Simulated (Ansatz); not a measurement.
Results of PBEsol (Ansatz, a first-principles code, PAW) for Co (P6₃/mmc, No. 194, 2 atoms in the cell; start mp-1271142).

Run with plane-wave cutoff 520 eV, 24×24×14 k mesh (along the axes of the cell as run), Fermi–Dirac smearing 0.05 eV, spin-polarised start, scalar-relativistic PAW data made under PBE.

Cell (relaxed at this level):

```
Co
1.0
    2.45673     0.00000     0.00000
   -1.22837     2.12759     0.00000
    0.00000     0.00000     3.96938
Co
2
Direct
  0.66667   0.33333   0.25000
  0.33333   0.66667   0.75000
```

Q: What does this level give for the bulk modulus B0?

A: 
bulk modulus B0: 242 GPa

The run finds no gap.

Note: the magnetic order was assumed, not searched for or taken from measurement; the bulk modulus is −V dP/dV from two relaxed cells at ±2 % in volume; the relaxation could not lower the start's symmetry, so the cell can be a saddle point above a distorted one.

Computed values are for the static lattice.

A start named mp-… is a Materials Project structure, which need not be a measured phase.
